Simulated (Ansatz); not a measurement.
# Response to strain in Be

The parent structure is Be in the hcp (Mg type) structure (space group P6_3/mmc, No. 194; a = 2.2627 Å, c = 3.5664 Å; relaxed with 0.1 eV smearing). Axes: x lies along a and z along c of the hexagonal cell.

Strains are applied to the cell and any free atomic positions relax.

Computed with Kohn–Sham DFT with the PBE functional, run in Ansatz (a program for electronic structure) with PAW and 420 eV plane waves, scalar-relativistic without spin-orbit coupling.

Notes on the quantities. energy relative to the base: free energy F.

| uniaxial strain ε_zz (%) | energy relative to the base (meV/atom) |
|---|---|
| -3 | 8.8 |
| -2.5 | 6.1 |
| -2 | 3.9 |
| -1.5 | 2.2 |
| -1 | ? |
| -0.5 | 0.2 |
| 0 | 0.0 |

### Question
Fit ΔE = Aε² + Bε³ (ε in %) to the rows shown and predict the withheld row.

### Answer
Least squares on the printed values gives A = 0.969 and B = -0.0028 meV/atom (largest residual 0.0 meV/atom); this predicts 1.0 meV/atom, and the run gives 1.0 meV/atom, in agreement.

Stability against distortions was not tested.
